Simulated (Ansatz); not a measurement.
## TaGeO3 (model structure, started from the PbTiO3 type, P4mm, No. 99, 5 atoms in the cell): lattice constant a by level of theory

No measured value is used here.

```
level (code)     value (Å)
---------------  ---------
LDA (Ansatz)         4.023
PBEsol (Ansatz)      4.057
r²SCAN (Ansatz)        [?]
```

Question: Some entries are withheld; supply them.

Answer: 
- r²SCAN (Ansatz, a first-principles code), value (Å): 4.075

Density-functional levels without +SOC have no spin–orbit coupling. Cutoffs differ between the levels. Ansatz's density-functional and Hartree–Fock values are scalar-relativistic unless marked +SOC, with PAW data made under PBE.

A model structure was made by putting elements into a prototype or built by hand; it is no filed structure, need not be a known phase, and can be a saddle point held by its symmetry.
